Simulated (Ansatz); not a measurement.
The starting structures come from a database of crystals and need not be the phases stable at ambient conditions.

```yaml
crystal:
  lattice:
    - [5.53969, 0.00000, 0.00000]
    - [2.52056, 7.04141, 0.00000]
    - [0.34928, -2.10803, 5.11101]
  atoms:
    - { symbol: Li, position: [0.30703, 0.75000, 0.30703] }
    - { symbol: Li, position: [0.69297, 0.25000, 0.69297] }
    - { symbol: Ta, position: [0.00000, 0.50000, 0.00000] }
    - { symbol: Ta, position: [0.00000, 0.00000, 0.00000] }
    - { symbol: Ge, position: [0.36172, 0.25000, 0.36172] }
    - { symbol: Ge, position: [0.63828, 0.75000, 0.63828] }
    - { symbol: O, position: [0.24026, 0.05702, 0.23684] }
    - { symbol: O, position: [0.75974, 0.94298, 0.76316] }
    - { symbol: O, position: [0.23684, 0.44298, 0.24026] }
    - { symbol: O, position: [0.76316, 0.55702, 0.75974] }
    - { symbol: O, position: [0.69365, 0.65058, 0.29615] }
    - { symbol: O, position: [0.30635, 0.34942, 0.70385] }
    - { symbol: O, position: [0.29615, 0.84942, 0.69365] }
    - { symbol: O, position: [0.70385, 0.15058, 0.30635] }
    - { symbol: O, position: [0.06722, 0.75000, 0.06722] }
    - { symbol: O, position: [0.93278, 0.25000, 0.93278] }
```

Space group of this cell: C2/c. The cell is taken as given; by r2SCAN its mean pressure is 0.7 GPa.

Transport runs along the normal of the first two printed cell vectors.

No gap correction and no spin-orbit coupling; mid-gap values are interpolated between computed energies.

**Question.** State the band gap and the smallest decay constant κ at mid-gap according to r2SCAN (Ansatz, an electronic-structure program).

**Answer.** Gap 4.40 eV on a 6×6×6 mesh; κ = 0.358 1/Å, at the zone centre.
